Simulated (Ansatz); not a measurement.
# Ag, alloy series

Start from Ag in the fcc (Cu type) structure (space group Fm-3m, No. 225).

```
CELL_PARAMETERS angstrom
      0.00000     2.07429     2.07429
      2.07429     0.00000     2.07429
      2.07429     2.07429     0.00000
ATOMIC_POSITIONS crystal
  Ag 0.00000 0.00000 0.00000
```

The other end (x = 1) is Rh in the fcc (Cu type) structure (space group Fm-3m, No. 225): 14.05 Å³/atom, gap zero.

Rh replaces a fraction x of Ag; each row is one arrangement (x, atoms in the cell, starting space group or random), fully relaxed.

Method: PBE in Ansatz (plane waves to 420 eV, PAW, no SOC).

Notes on the quantities. deviation of the volume from the linear: Vegard-type) interpolation; mixing energy: to 0.01 eV only: unlike meshes or grids.

| change | density | deviation of the volume from the linear | mixing energy | shortest interatomic distance |
|---|---|---|---|---|
| base | 10.03 g/cm³ | – | – | 2.933 Å |
| x(Rh) = 0.25, 4 atoms, Pmmm | 10.55 g/cm³ | -0.7 % | +0.19 eV/atom | 2.794 Å |
| x(Rh) = 0.333, 3 atoms, Immm | 10.71 g/cm³ | -0.7 % | +0.26 eV/atom | 2.760 Å |
| x(Rh) = 0.5, 4 atoms, I4_1/amd | 11.09 g/cm³ | -1.1 % | +0.31 eV/atom | 2.799 Å |
| x(Rh) = 0.667, 3 atoms, I4/mmm | 11.31 g/cm³ | +0.3 % | +0.18 eV/atom | 2.623 Å |
| x(Rh) = 0.75, 4 atoms, C2/m | 11.61 g/cm³ | -0.7 % | +0.20 eV/atom | 2.682 Å |
| x(Rh) = 0.75, 4 atoms, I4/mmm | 11.65 g/cm³ | -1.0 % | +0.23 eV/atom | 2.758 Å |
| x(Rh) = 0.75, 4 atoms, Pmmm | 11.59 g/cm³ | -0.5 % | +0.20 eV/atom | 2.638 Å |

These are small ordered cells, not random alloys; other orderings at the same x differ. Stability against distortions was not tested. All final runs are without spin polarisation. An odd electron count without spin: Ag2Rh and AgRh2. Ag3Rh, Ag2Rh, AgRh and AgRh2 have a high density of states at the Fermi level and may be magnetic at this level.

Ansatz is an electronic-structure program.
